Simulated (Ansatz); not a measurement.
**WC (space group P-6m2, No. 187)**

```
WC
1.0
    2.89868     0.00000     0.00000
   -1.44934     2.51033     0.00000
    0.00000     0.00000     2.82802
W C
1 1
Direct
  0.00000   0.00000   0.00000
  0.66667   0.33333   0.50000
```

Calculations: PBEsol (Ansatz, an electronic-structure program, PAW, no spin-orbit coupling), earlier PAW set. Γ-centred 18×18×16 mesh, Fermi–Dirac width 0.05 eV.

```json
{
  "volume_per_atom": "10.29 Å³",
  "density": "15.80 g/cm³",
  "band_gap": "zero",
  "total_energy": "-5252.373 eV/atom (σ→0; compares only within this code and set-up)"
}
```

Stability against distortions was not tested. All final runs are without spin polarisation.
